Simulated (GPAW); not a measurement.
## How a calculation on TmZn (Pm-3m, 2 atoms in the cell) responds to its settings

```
CELL_PARAMETERS angstrom
      3.46229     0.00000     0.00000
      0.00000     3.46229     0.00000
      0.00000     0.00000     3.46229
ATOMIC_POSITIONS crystal
  Tm 0.00000 0.00000 0.00000
  Zn 0.50000 0.50000 0.50000
```
Moments meant for the start (each program seeds them in its own way; μB, in the order of the atoms Tm Zn): 2.0 0.0.

Base run A: LDA (Perdew-Wang 92), GPAW PAW datasets LDA (gpaw-data 1.0.1) (GPAW 25.7.0), self-consistent single point.

Its settings: spinpol = true; mode = pw; ecut = 800 eV; xc = LDA; kpts = 7 7 7; mesh shift (steps) = 0 0 0; occupations.name = fermi-dirac; occupations.width = 0.1 eV; nbands = -8; convergence.density = 1e-05 e/electron; convergence.energy = 1e-05 eV/electron; symmetry.symmorphic = false; symmetry.tolerance = 0.0005; maxiter = 100.

The starting cell comes from a database of computed structures (which also holds hypothetical and non-ambient phases and stackings), without a prior relaxation at this level. Its lattice was rescaled by a random factor within 2.5 % of one. The starting moments vanished: the run ended non-magnetic, which need not be the lowest state. The f electrons are in the valence without U or exact exchange, which can misplace them near the Fermi level. Spin-orbit terms, which matter for f shells, are left out.

ΔF is the free energy per atom less that of run A. A dash stands where there is no value to compare (another energy zero or no entropy term, no result, no spin, no clean gap, or a mesh too coarse for one). 

| run | mixer.beta, mixer.nmaxold | ΔF (meV/atom) | pressure (GPa) | iterations | ending |
|---|---|---|---|---|---|
| A | default, default | 0.00 | -0.24 | 43 | converged |
| B | 0.05, 1 | – | – | 100 | not converged |
| C | 0.05, 2 | 0.00 | -0.24 | 64 | converged |
| D | 0.05, 3 | 0.00 | -0.23 | 39 | converged |
| E | 0.05, 8 | 0.00 | -0.23 | 30 | converged |
| F | 0.05, 12 | 0.00 | -0.23 | 28 | converged |
| G | 0.05, 16 | 0.00 | -0.20 | 29 | converged |

Runs C, D, E, F, G reached the same state as A (within 1 meV/atom and 0.1 μB a site). Runs B gave no result. The fewest iterations to that state were 28 (F); the most were 64.
